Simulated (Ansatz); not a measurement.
# Hypothetical NiAs type TlCl, response to strain

The parent structure is TlCl in the NiAs type structure (space group P6_3/mmc, No. 194; a = 4.5014 Å, c = 7.9195 Å; a hypothetical phase, not in the database extracts checked). Axes: x lies along a and z along c of the hexagonal cell.

Strains are applied to the cell and any free atomic positions relax; under biaxial strain the out-of-plane vector relaxes too.

Computed with Kohn–Sham DFT with the PBE functional, run in Ansatz (a program for electronic structure) with PAW and 420 eV plane waves, spin-orbit coupling left out.

Computed cases, in order: biaxial strain −4.63 %, plane normal [001], relaxed out of plane; biaxial strain −2.65 %, plane normal [001], relaxed out of plane; the unstrained base; biaxial strain +1.56 %, plane normal [001], relaxed out of plane.

Q: Between which two neighbouring cases does the gap turn between direct and indirect?

A: Between biaxial strain −2.65 %, plane normal [001], relaxed out of plane (2.29 eV, indirect, Γ → M) and the unstrained base (2.20 eV, direct at Γ). The whole series: biaxial strain −4.63 %, plane normal [001], relaxed out of plane: 2.15 eV, indirect, Γ → M; biaxial strain −2.65 %, plane normal [001], relaxed out of plane: 2.29 eV, indirect, Γ → M; the unstrained base: 2.20 eV, direct at Γ; biaxial strain +1.56 %, plane normal [001], relaxed out of plane: 2.14 eV, direct at Γ.

With Tl present, leaving out spin-orbit coupling can change the band edges. No phonon test of stability was made.
